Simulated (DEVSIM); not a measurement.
Structure: Schottky contact on p-type GaP, at 350 K.

Layer 1 from the left is GaP, thickness (μm) 0.350, Na (cm⁻³) 2.4e17, τn (s) 2.5e-6, τp (s) 2.5e-6.

Left contact: Schottky, work function 4.38 eV, emission velocity 1.9e6 cm/s. Right contact: ohmic. Voltage is applied to the left contact. Recombination: SRH at mid-gap, Auger. Mobility is μmin + (μ − μmin)/(1 + (N/Nref)^α).

The device is made up for the run: typed textbook-type constants, with dimensions and the other settings drawn at random. Values at 300 K; Nc and Nv go as T^1.5, mobilities as T to minus their exponent, the gap by Varshni's rule with the affinity fixed.

GaP: gap (eV) 2.26, affinity (eV) 3.8, permittivity 11.1, Nc (cm⁻³) 1.8e19, Nv (cm⁻³) 1.9e19, μn (cm²/Vs) 250, μp (cm²/Vs) 150, μn,min 10, μp,min 10, Nref,n 4.4e18, Nref,p 1e18, αn 0.8, αp 0.85, T exponent of μn 1.6, T exponent of μp 1.98, Cn (cm⁶/s) 1e-30, Cp (cm⁶/s) 1e-30, Varshni α (eV/K) 0.00058, Varshni β (K) 372.

Model (solved in DEVSIM): 1D drift-diffusion, Boltzmann statistics, complete ionisation; no tunnelling, impact ionisation, image-force lowering or self-heating. Metal contacts follow the ideal Schottky-Mott rule: no Fermi-level pinning, no interface dipoles.

Dark forward current:

| |V| (V) | |J| (A/cm²) |
|---|---|
| 0.30 | 1.849e-13 |
| 0.35 | 9.601e-13 |
| 0.40 | 5.009e-12 |
| 0.45 | 2.619e-11 |
| 0.50 | 1.371e-10 |
| 0.55 | 7.177e-10 |
| 0.60 | 3.758e-9 |
| 0.65 | 1.967e-8 |
| 0.70 | 1.030e-7 |
| 0.75 | 5.387e-7 |
| 0.80 | 2.818e-6 |
| 0.85 | 1.474e-5 |
| 0.90 | 7.703e-5 |
| 0.95 | 0.0004024 |
| 1.00 | 0.002101 |
| 1.05 | 0.01096 |
| 1.10 | 0.05707 |
| 1.15 | 0.2968 |
| 1.20 | 1.539 |
| 1.25 | 7.936 |
| 1.30 | 40.31 |
| 1.35 | 194.5 |
| 1.40 | 796.1 |
| 1.45 | 2349 |

Task: Work out the local ideality factor n = ΔV / (kT/q · ln(J2/J1)) between the rows 0.30 and 0.35 V, 0.65 and 0.70 V, 1.40 and 1.45 V.

Result: kT/q = 30.16 mV. From 0.30 to 0.35 V: ln(9.601e-13/1.849e-13) = 1.647, n = 1.01, near the 1 of diffusion or emission over a barrier. From 0.65 to 0.70 V: ln(1.030e-7/1.967e-8) = 1.656, n = 1.00, near the 1 of diffusion or emission over a barrier. From 1.40 to 1.45 V: ln(2349/796.1) = 1.082, n = 1.53; the layers' resistance at their doping, Σ W/(qμN) = 1.0e-5 Ω cm², would take 16 mV of this step of 50 mV.

Task: Estimate the current at 0.80 V for emission alone, J0 = q v N_band exp(−φB/kT), and read the barrier back from the simulated current.

Result: φB = 1.659 eV, N_band = 2.39e19 cm⁻³, J0 = 9.33e-18 A/cm²; J = J0 (exp(qV/kT) − 1) = 3.09e-6 A/cm². The simulation gives 2.82e-6 A/cm²; the estimate lies 9.5 % above. Read backwards, the simulated current gives an apparent barrier of 1.662 eV. The estimate leaves out transport through the depletion region and minority injection.
